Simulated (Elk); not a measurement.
## Input and output of a self-consistent single point for Y (P6_3/mmc, 2 atoms in the cell) (Elk)

Level of theory: PBE, all-electron FP-LAPW, Elk's shipped species files, APW+lo basis with extra local orbitals run with Elk.

This input was run:

```
tasks
  0

xctype
  20

tforce
  .true.

rgkmax
  8.0

gmaxvr
  18.0

lmaxapw
  10

lmaxo
  8

nxlo
  2

lorbcnd
  .true.

lradstp
  2

nrmtscf
  2.0

lmaxi
  4

stype
  3

swidth
  0.00367493

avec
    3.4487501754   -5.9734105263    0.0000000000
    3.4487501754    5.9734105263    0.0000000000
    0.0000000000    0.0000000000   10.8281306941

atoms
  1   : nspecies
  'Y.in'   : spfname
  2   : natoms; atposl, bfcmt below
  0.3333333333  0.6666666667  0.2500000000    0.0 0.0 0.0
  0.6666666667  0.3333333333  0.7500000000    0.0 0.0 0.0

ngridk
  10 10 6
```

The program printed (abridged):

```
│ Elk code version 10.2.4 │

All units are atomic (Hartree, Bohr, etc.)

│ Ground-state run starting from atomic densities │

Lattice vectors :
   3.448750175      -5.973410526       0.000000000
   3.448750175       5.973410526       0.000000000
   0.000000000       0.000000000       10.82813069

Unit cell volume      :    446.1363226
Brillouin zone volume :   0.5559964542

Muffin-tin inner radius fraction :   0.1000000000E-01

Nuclei treated as point charges

Species :    1 (Y)
 parameters loaded from : Y.in
 name : yttrium
 nuclear charge    :   -39.00000000
 electronic charge :    39.00000000
 atomic mass :    162065.4502
 muffin-tin radius :    2.600000000
 number of radial points in muffin-tin :   1199
 atomic positions (lattice), magnetic fields (Cartesian) :
   1 :   0.33333333  0.16666667  0.25000000    0.00000000  0.00000000  0.00000000
   2 :  -0.33333333 -0.16666667 -0.25000000    0.00000000  0.00000000  0.00000000

Total number of atoms per unit cell :    2

Spin treatment :
 spin-unpolarised

Number of Bravais lattice symmetries :   24
Number of crystal symmetries         :   24
Crystal has inversion symmetry
Real symmetric eigensolver will be used

k-point grid :     10    10     6
k-point offset :    0.000000000       0.000000000       0.000000000
k-point set is reduced with full crystal symmetry group
Total number of k-points :       56

Muffin-tin radius times maximum |G+k| :    8.000000000
 using average radius
Maximum |G+k| for APW functions       :    3.076923077
Maximum (1/2)|G+k|²                   :    4.733727811
Maximum |G| for potential and density :    18.00000000
 potential will be trimmed for |G| > 2 gkmax
Constant for pseudocharge density :   12
Radial integration step length :    2

G-vector grid sizes :     40    40    63
Number of G-vectors :    43923

Maximum angular momentum used for
 APW functions                      :   10
 outer part of muffin-tin           :    8
 inner part of muffin-tin           :    4

Total nuclear charge    :   -78.00000000
Total core charge       :    56.00000000
Total valence charge    :    22.00000000
Total excess charge     :    0.000000000
Total electronic charge :    78.00000000

Effective Wigner radius, rₛ :    1.109416933

Number of empty states         :    8
Total number of valence states :   19
Total number of core states    :   56

Conduction state local-orbitals added automatically
Total number of local-orbitals :  220

Exchange-correlation functional :     20     0     0
 Perdew-Burke-Ernzerhof, Phys. Rev. Lett. 77, 3865 (1996)
 gradient requirement :    1
 generalised gradient approximation (GGA)

Smearing type :    3
 Fermi-Dirac
Smearing width :   0.3674930000E-02
Effective electronic temperature (K) :    1160.451112

Mixing type :    3
 Broyden mixing, J. Phys. A: Math. Gen. 17, L317 (1984)

Kohn-Sham potential initialised from atomic data

│ Self-consistent loop started │
│ Loop number : 1 │
 total energy                :     -6775.36243565
│ Loop number : 2 │
 total energy                :     -6775.35638659
RMS change in Kohn-Sham potential (target) :   0.8686476990E-01 (  0.1000000000E-05)
Absolute change in total energy (target)   :   0.6049063712E-02 (  0.1000000000E-03)
│ Loop number : 3 │
 total energy                :     -6774.93186131
RMS change in Kohn-Sham potential (target) :   0.7563076805E-01 (  0.1000000000E-05)
Absolute change in total energy (target)   :   0.4260375482     (  0.1000000000E-03)
│ Loop number : 4 │
 total energy                :     -6773.31710011
RMS change in Kohn-Sham potential (target) :   0.3928482615E-01 (  0.1000000000E-05)
Absolute change in total energy (target)   :    1.721270583     (  0.1000000000E-03)
│ Loop number : 5 │
 total energy                :     -6772.12159056
RMS change in Kohn-Sham potential (target) :   0.1319045169E-01 (  0.1000000000E-05)
Absolute change in total energy (target)   :    1.625827193     (  0.1000000000E-03)
│ Loop number : 6 │
 total energy                :     -6771.64571733
RMS change in Kohn-Sham potential (target) :   0.3240155340E-02 (  0.1000000000E-05)
Absolute change in total energy (target)   :   0.8823300319     (  0.1000000000E-03)
│ Loop number : 7 │
 total energy                :     -6771.48400890
RMS change in Kohn-Sham potential (target) :   0.1704428531E-03 (  0.1000000000E-05)
Absolute change in total energy (target)   :   0.3822909370     (  0.1000000000E-03)
│ Loop number : 8 │
 total energy                :     -6771.47476290
RMS change in Kohn-Sham potential (target) :   0.9231298660E-04 (  0.1000000000E-05)
Absolute change in total energy (target)   :   0.1048187386     (  0.1000000000E-03)
│ Loop number : 9 │
 total energy                :     -6771.46919766
RMS change in Kohn-Sham potential (target) :   0.1357790045E-04 (  0.1000000000E-05)
Absolute change in total energy (target)   :   0.3176992372E-01 (  0.1000000000E-03)
│ Loop number : 10 │
 total energy                :     -6771.46997609
RMS change in Kohn-Sham potential (target) :   0.6532034775E-05 (  0.1000000000E-05)
Absolute change in total energy (target)   :   0.7164046100E-02 (  0.1000000000E-03)
│ Loop number : 11 │
 total energy                :     -6771.47005005
RMS change in Kohn-Sham potential (target) :   0.6536071544E-06 (  0.1000000000E-05)
Absolute change in total energy (target)   :   0.1717052803E-02 (  0.1000000000E-03)
│ Loop number : 12 │
 total energy                :     -6771.47001361
RMS change in Kohn-Sham potential (target) :   0.2014164214E-06 (  0.1000000000E-05)
Absolute change in total energy (target)   :   0.4657036006E-03 (  0.1000000000E-03)
│ Loop number : 13 │
 total energy                :     -6771.47000820
RMS change in Kohn-Sham potential (target) :   0.7038555402E-07 (  0.1000000000E-05)
Absolute change in total energy (target)   :   0.1218346752E-03 (  0.1000000000E-03)
│ Loop number : 14 │
 total energy                :     -6771.47000472
RMS change in Kohn-Sham potential (target) :   0.1095662855E-07 (  0.1000000000E-05)
Absolute change in total energy (target)   :   0.3394423220E-04 (  0.1000000000E-03)
Convergence targets achieved

│ Loop number : 15 │

Energies :
 Fermi                       :     0.240696063326
 sum of eigenvalues          :     -4003.73728430
 electron kinetic            :      6985.38280501
 core electron kinetic       :      6871.41722133
 Coulomb                     :     -13537.4163567
 Coulomb potential           :     -10703.3030057
 nuclear-nuclear             :     -621.197214349
 electron-nuclear            :     -15129.1352790
 Hartree                     :      2212.91613661
 Madelung                    :     -8185.76485383
 xc potential                :     -285.817083569
 exchange                    :     -215.507148422
 correlation                 :     -3.92483056983
 electron entropic           :    -0.447331416418E-02
 total energy                :     -6771.47000400

Density of states at Fermi energy :    102.5611243
 (states/Hartree/unit cell)

Estimated indirect band gap :   0.9377396790E-03
 from k-point      5 to k-point     19
Estimated direct band gap   :   0.6038732275E-02
 at k-point     39

Charges :
 core                        :    56.00000000
 valence                     :    22.00000000
 interstitial                :    4.465536003
 muffin-tins (core leakage)
  species :    1 (Y)
   atom    1                 :    36.76723200     (  0.8906561849E-05)
   atom    2                 :    36.76723200     (  0.8906561849E-05)
 total in muffin-tins        :    73.53446400
 total calculated charge     :    78.00001046
 total charge                :    78.00000000
 error                       :   0.1045976293E-04

│ Self-consistent loop stopped │

Forces :
 species :    1 (Y)
  atom :    1
   Hellmann-Feynman          :     0.00000000    0.00000000    0.00000000
   IBS                       :     0.00000000    0.00000000    0.00000000
   total force               :     0.00000000    0.00000000    0.00000000
   total magnitude           :     0.00000000
  atom :    2
   Hellmann-Feynman          :     0.00000000   -0.00000000    0.00000000
   IBS                       :    -0.00000000    0.00000000    0.00000000
   total force               :    -0.00000000   -0.00000000    0.00000000
   total magnitude           :     0.00000000
```

The run converged in 15 iterations. The count includes the last loop, which Elk runs after its targets are met.

The starting cell has typed, rounded lattice constants, without a prior relaxation at this level. Values depend on the basis (sphere radii, cutoffs, local orbitals), which need not be converged. The log's line on a gap gives a spacing of levels on this mesh, which the program prints for metals too.
